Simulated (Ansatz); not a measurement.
**HfO2: element substitutions**

Start from HfO2 (space group P4_2/nmc, No. 137).

```yaml
crystal:
  lattice:
    - [3.56707, 0.00000, 0.00000]
    - [0.00000, 3.56707, 0.00000]
    - [0.00000, 0.00000, 5.16596]
  atoms:
    - { symbol: Hf, position: [0.00000, 0.00000, 0.00000] }
    - { symbol: Hf, position: [0.50000, 0.50000, 0.50000] }
    - { symbol: O, position: [0.00000, 0.50000, 0.20010] }
    - { symbol: O, position: [0.00000, 0.50000, 0.70010] }
    - { symbol: O, position: [0.50000, 0.00000, 0.29990] }
    - { symbol: O, position: [0.50000, 0.00000, 0.79990] }
```

Each row replaces one element on all its sites; cell and atoms are relaxed.

Level of theory: Kohn–Sham DFT with the PBEsol functional, run in Ansatz (a first-principles code) with PAW and 420 eV plane waves, scalar-relativistic without spin-orbit coupling.

```
case     band gap      density  shortest interatomic distance         space group
-------  --------  -----------  -----------------------------  ------------------
base      4.57 eV  10.63 g/cm³                        2.061 Å  P4_2/nmc (No. 137)
Hf → Al      zero   3.80 g/cm³                        1.851 Å  P4_2/nmc (No. 137)
O → Cl       zero   6.99 g/cm³                        2.679 Å     Fm-3m (No. 225)
O → S     0.50 eV   6.80 g/cm³                        2.514 Å  P4_2/nmc (No. 137)
```

The magnetic state is the one reached from the starting moments; the real material's order can differ, and small cells can't hold many antiferromagnetic ones. Spin-orbit coupling, missing from the scalar runs, can matter with Hf. Whether these cells are dynamically stable was not tested. As relaxed here, AlO2, HfCl2 and HfS2 are hypothetical phases, not in the database extracts checked. Spin-polarised in the final run: HfCl2; the other runs are not. This is not the structure that HfO2 has at room temperature and ambient pressure.
